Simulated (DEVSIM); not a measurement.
Structure: Ru/SiON/n-InP capacitor, at 250 K.

Layer 1 from the left is SiON, thickness (nm) 2.30. Layer 2 from the left is InP, thickness (nm) 11000, Nd (cm⁻³) 3.1e15.

Metal gate on the left, work function 4.7 eV. Fixed charge at the semiconductor interface -7.1e10 cm⁻² (in units of +e); interface traps 1e10 cm⁻² eV⁻¹, uniform in energy, neutral level at 0.5 of the gap above the valence band.

This is a model device: material constants are rounded textbook-type values typed into the input, and sizes, dopings and lifetimes were drawn at random. Values at 300 K; Nc and Nv go as T^1.5, mobilities as T to minus their exponent, the gap by Varshni's rule with the affinity fixed.

SiON: gap (eV) 7, affinity (eV) 1.4, permittivity 5.5. InP: gap (eV) 1.344, affinity (eV) 4.38, permittivity 12.5, Nc (cm⁻³) 5.7e17, Nv (cm⁻³) 1.1e19, Varshni α (eV/K) 0.000363, Varshni β (K) 162.

Simulated with DEVSIM: 1D Poisson equation in equilibrium, Boltzmann statistics, complete ionisation; no quantum confinement or tunnelling. Metal contacts follow the ideal Schottky-Mott rule: no Fermi-level pinning, no interface dipoles.

### Question
What does the simulation give for the threshold voltage (band bending 2φF), the minimum of the low-frequency capacitance, the flat-band voltage?

### Answer
threshold voltage (band bending 2φF) -0.88 V; minimum of the low-frequency capacitance 0.0186 μF/cm²; flat-band voltage 0.22 V.
